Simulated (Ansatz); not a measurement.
## Response to strain and stress in Cu3N

Consider Cu$_{3}$N (space group Pm-3m, No. 221).

```xyz
4
Lattice="3.7649 0.0000 0.0000 0.0000 3.7649 0.0000 0.0000 0.0000 3.7649" Properties=species:S:1:pos:R:3 pbc="T T T"
N      0.0000     0.0000     0.0000
Cu     1.8825     0.0000     0.0000
Cu     0.0000     0.0000     1.8825
Cu     0.0000     1.8825     0.0000
```

Cartesian axes are those of the cell as printed.

Strains are applied to the cell and any free atomic positions relax; under biaxial strain the out-of-plane vector relaxes too; under stress the whole cell relaxes.

The values are results of PBEsol/PAW in Ansatz (a program for electronic structure), without spin-orbit coupling, not measurements.

Candidates:
(a) uniaxial stress, 0.5 GPa tension along x
(b) biaxial strain +0.51 %, plane normal [001], relaxed out of plane
(c) biaxial strain +1.88 %, plane normal [111], relaxed out of plane
(d) biaxial strain +1.27 %, plane normal [001], relaxed out of plane

Notes on the quantities. energy relative to the base: free energy F.

### Question
Order them by energy relative to the base, highest first.

### Answer
(d) biaxial strain +1.27 %, plane normal [001], relaxed out of plane (+4.0 meV/atom), (c) biaxial strain +1.88 %, plane normal [111], relaxed out of plane (+2.8 meV/atom), (b) biaxial strain +0.51 %, plane normal [001], relaxed out of plane (+0.7 meV/atom), (a) uniaxial stress, 0.5 GPa tension along x (0.0 meV/atom)

Beyond what the load breaks, stability against distortions was not tested. All final runs are without spin polarisation.
